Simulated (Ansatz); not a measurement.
A thin film of Os (hcp (Mg type), P6_3/mmc) is deposited stress-free at 800 K on a thick substrate of Ge (diamond, Fd-3m) and cooled to 300 K. Take the in-plane direction as the cubic or basal-plane axis of each crystal, and these free lattice constants from quasi-harmonic lattice dynamics on PBEsol in Ansatz (a program for electronic structure).

| crystal | a at 300 K (Å) | a at 800 K (Å) |
|---|---|---|
| Os | 2.73198 | 2.73874 |
| Ge | 5.68987 | 5.71239 |

 Spin-orbit coupling is not included.

**Question.** What in-plane thermal strain does the film carry at 300 K, and is it tensile or compressive?

**Answer.** With logarithmic strains ln(a_hot/a_300): left free, the film would shrink by 0.247 % and the substrate by 0.395 %. The film is held to the substrate, so its strain is -0.148 %: compressive. Plastic relief and phase changes are ignored.

The PAW data sets were generated under PBE and serve the other functionals too.
